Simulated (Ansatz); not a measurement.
Take HfN in the rock salt structure (space group Fm-3m, No. 225; a = 4.468 Å; relaxed with 0.1 eV smearing) as the base. Axes: x, y, z lie along the cube axes.

The values are results of DFT with LDA, PAW potentials and a 420 eV plane-wave cutoff in Ansatz (a quantum-chemistry and plane-wave program), no spin-orbit coupling, not measurements.

The change: the cell is stretched by 1.00 % along z with no lateral relaxation; the atoms relax in the strained cell.

Question: Estimate the effect on the energy relative to the base and stress.

Answer: The energy goes up by 2.3 meV/atom; the stress (xx, yy, zz, yz, xz, xy; compression positive) comes out as (-1.1, -1.1, -6.4, 0.0, 0.0, 0.0) GPa.

Stability against distortions was not tested. All final runs are without spin polarisation. An odd electron count without spin: HfN.
